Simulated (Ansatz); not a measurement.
Consider interstitial Zn in zinc-blende GaP, charge state +2. Level of theory: PBE, PAW (plane waves to 420 eV; Ansatz, an electronic-structure program).

64-site cell at the relaxed PBE lattice, one k-point at (0.250, 0.250, 0.250), smearing 0.01 eV, spin-restricted, no finite-size correction. No zero-point or tunnelling terms. The charge state is imposed; whether it is stable for some Fermi level was not computed. Sites that were not tried may lie lower.

Barriers: single points on a 2×2×2 k-point mesh shifted by half a step at the bands' geometries.

The step: one Zn atom jumps by itself. Atoms about the jump, Cartesian Å from the middle of the jump, before and after:

| atom | x0 | y0 | z0 | x1 | y1 | z1 |
|---|---|---|---|---|---|---|
| Zn1 | -0.67 | 0.71 | -0.67 | 0.67 | -0.71 | 0.67 |
| P2 | -2.07 | -0.69 | 0.72 | -2.05 | -0.67 | 0.69 |
| P3 | 0.72 | -0.69 | -2.07 | 0.69 | -0.67 | -2.05 |
| Ga4 | -0.68 | 0.70 | 2.19 | -0.78 | 0.81 | 2.17 |
| P5 | 0.73 | 2.11 | 0.73 | 0.70 | 2.08 | 0.70 |
| Ga6 | 2.19 | 0.70 | -0.68 | 2.17 | 0.81 | -0.78 |
| Ga7 | -0.68 | -2.16 | -0.68 | -0.81 | -2.17 | -0.81 |
| Ga8 | 2.08 | -2.06 | 2.09 | 2.18 | -2.15 | 2.18 |
| P9 | 0.72 | -3.44 | 0.72 | 0.69 | -3.42 | 0.69 |
| P10 | 0.72 | -0.69 | 3.47 | 0.70 | -0.66 | 3.45 |
| P11 | 3.47 | -0.69 | 0.72 | 3.45 | -0.66 | 0.70 |

### Question
Where do these atoms stand at the saddle point, and how high is it?

### Answer

| atom | x | y | z |
|---|---|---|---|
| Zn1 | 0.41 | -0.41 | 0.42 |
| P2 | -2.06 | -0.68 | 0.71 |
| P3 | 0.71 | -0.68 | -2.05 |
| Ga4 | -0.79 | 0.81 | 2.28 |
| P5 | 0.71 | 2.08 | 0.72 |
| Ga6 | 2.27 | 0.81 | -0.78 |
| Ga7 | -0.79 | -2.26 | -0.79 |
| Ga8 | 2.08 | -2.05 | 2.08 |
| P9 | 0.68 | -3.44 | 0.69 |
| P10 | 0.69 | -0.65 | 3.48 |
| P11 | 3.47 | -0.65 | 0.69 |
It lies 0.58 eV above the start and 0.032 eV above the end. The saddle point's order was not checked, and it lies on a symmetry element of the cell, where a band can be held.
